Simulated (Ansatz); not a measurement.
Base system: SiC in the zinc blende structure (space group F-43m, No. 216; a = 4.356 Å). Axes: x, y, z lie along the cube axes.

Level of theory: Kohn–Sham DFT with the r2SCAN functional, run in Ansatz (a program for electronic structure) with PAW and 500 eV plane waves, no SOC.

Strains are applied to the cell and any free atomic positions relax; under biaxial strain the out-of-plane vector relaxes too.

One change was made to it. Results:

```tsv
quantity	base	after
valence-band top at Γ (three highest levels, from the VBM)	0.00, 0.00, 0.00 eV	0.00, -0.11, -0.11 eV
band gap	1.71 eV	1.55 eV
```

Task: What was done to the base?
A) biaxial strain +3.00 %, plane normal [001], relaxed out of plane
B) biaxial strain +1.00 %, plane normal [001], relaxed out of plane
C) biaxial strain +2.00 %, plane normal [001], relaxed out of plane
D) biaxial strain +2.50 %, plane normal [001], relaxed out of plane
E) biaxial strain +1.50 %, plane normal [001], relaxed out of plane

Result: B, biaxial strain +1.00 %, plane normal [001], relaxed out of plane. For comparison, the band gap in the other runs: biaxial strain +3.00 %, plane normal [001], relaxed out of plane gives 1.23 eV; biaxial strain +2.50 %, plane normal [001], relaxed out of plane gives 1.31 eV; biaxial strain +1.50 %, plane normal [001], relaxed out of plane gives 1.46 eV; biaxial strain +2.00 %, plane normal [001], relaxed out of plane gives 1.38 eV.

Whether these cells are dynamically stable was not tested.
